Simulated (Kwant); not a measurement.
System: six-terminal Hall bar in a Ge (holes) two-dimensional gas. Effective mass 0.06 mₑ, grid spacing 3.8 nm, hard walls, nominal width 100 nm (27 grid rows, so walls 106.4 nm apart), one parabolic valley, scattering region 260 nm long along x; energies count from the band bottom; Fermi energy 0.0199 eV. Four side probes 50 nm wide, two on each edge; current runs along x; the sign of the Hall resistance is a convention. Perpendicular field swept from 0.85948 to 17.533 T, also in the leads; orbital effect alone.

The device is made up for the run: typed textbook-type constants, with dimensions and the other settings drawn at random.

Kwant, effective-mass tight-binding model on a square grid, one spin, coherent transport at 0 K. Resistances are in h/e².

How many Landau levels lie under the Fermi energy, and what Hall resistance follows, at 19.9 meV and 1.71 T; 19.9 meV and 4.53 T; 19.9 meV and 5.95 T; 19.9 meV and 10.2 T?

ħωc = ħeB/m = 1.93 meV a tesla; levels lie at (n + ½)ħωc. E/ħωc = 6.04 gives 6 levels and h/(6e²) = 0.167; simulated 0.152, off the plateau. E/ħωc = 2.28 gives 2 levels and h/(2e²) = 0.500; simulated 0.500. E/ħωc = 1.73 gives 2 levels and h/(2e²) = 0.500; simulated 0.500. E/ħωc = 1.01 gives 1 level and h/(1e²) = 1.000; simulated 1.000. The count is that of a wide sample; where the walls of bar or probes squeeze the orbits, it misses.
